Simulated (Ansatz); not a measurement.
Consider interstitial Y in monoclinic ZrO2, charge state +3. The step: one Y atom jumps by itself; the atom moves 1.41 Å along (0.25, -0.07, 0.12) of the unit cell; the moving atom starts with neighbours O at 2.10, O at 2.11, 2 O at 2.21, O at 2.26, O at 2.44, O at 2.59; Zr at 2.71 Å and ends with O at 2.10, O at 2.11, 2 O at 2.21, O at 2.26, O at 2.44, O at 2.59; Zr at 2.71 Å. A PBE band in Ansatz (plane-wave PAW, the Γ point alone, 96 host sites, 37 SCF runs with any check of the saddle's order, static, no finite-size correction) gives a forward barrier of 0.57 eV. The saddle point's order was not checked, and it lies on a symmetry element of the cell, where a band can be held. The charge state is imposed; whether it is stable for some Fermi level was not computed. Sites that were not tried may lie lower.

Single points at the band's start and saddle point can refine it. Rough cost of one point, in units of the band's mean SCF on the same machine:

```
Level                                             Cost of one point
------------------------------------------------  -----------------
PBE, a 2×2×2 k-point mesh shifted by half a step            about 7
r2SCAN at 500 eV, the Γ point alone                         about 2
```

Which of these move the barrier by more than 0.1 eV, and how far does each move it?

Not one does. PBE, a 2×2×2 k-point mesh shifted by half a step: +0.01 eV; r2SCAN at 500 eV, the Γ point alone: +0.06 eV. Each functional is compared with PBE at the same k-points.

Ansatz is an electronic-structure program.
